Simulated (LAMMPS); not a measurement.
MD of Fe (bcc) at zero pressure, 4394 atoms, as a liquid; each row is its own run.

All values are model results, not measurements: classical MD, pair style eam/cd, file FeCr.cdeam, run in LAMMPS.

| T (K) | volume (Å³/atom) |
|---|---|
| 1000 | 12.421 |
| 1270 | 12.637 |
| 1450 | 12.794 |
| 1630 | 12.965 |
| 1810 | 13.142 |
| 1990 | 13.331 |
| 2350 | 13.727 |
| 2540 | 13.951 |
| 2900 | 14.406 |

Problem. Fit a straight line, y = a + b x, to these rows (x is the first column, y the second) and predict the run at x = 2260.

Solution. Least squares gives a = 11.294 and b = 0.001047. At x = 2260 the fit predicts 13.659 Å³/atom. The run itself gave 13.6274 ± 0.0010 Å³/atom, so the fit is 0.23 % high.

Caution (rows 1000; 1270; 1450; 1630): this liquid lies under the melting point of about 1780 K that EAM-type FeCr.cdeam gives, so it is undercooled.
